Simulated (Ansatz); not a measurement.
Phonon-limited resistivity of La$_{3}$PbC (Pm-3m) against temperature in μΩ·cm, Ansatz (a first-principles code) with PBEsol, DFPT electron-phonon coupling, linearised Boltzmann equation, harmonic crystal at a fixed cell.

```
T         ρ
-----  ----
50 K   10.9
77 K    [?]
100 K   [?]
150 K    56
200 K    79
```

Question: What belongs in the gaps?

Answer: 
- 77 K, ρ: 22
- 100 K, ρ: 32

A metal at this level (no band gap). Only scattering by harmonic phonons is included (no impurities, grain boundaries, electron-electron scattering or thermal expansion). Spin-orbit coupling is left out, which matters with elements this heavy. Halving the electron mesh (16x16x16) moves the resistivity by up to 4 %. Smearing 0.20 eV; phonons on a 3x3x3 q mesh, which this run doesn't test and which matters most at low temperature.

Computed structure with no diffraction record at hand here (it may be known, metastable or hypothetical): La3PbC (Pm-3m).
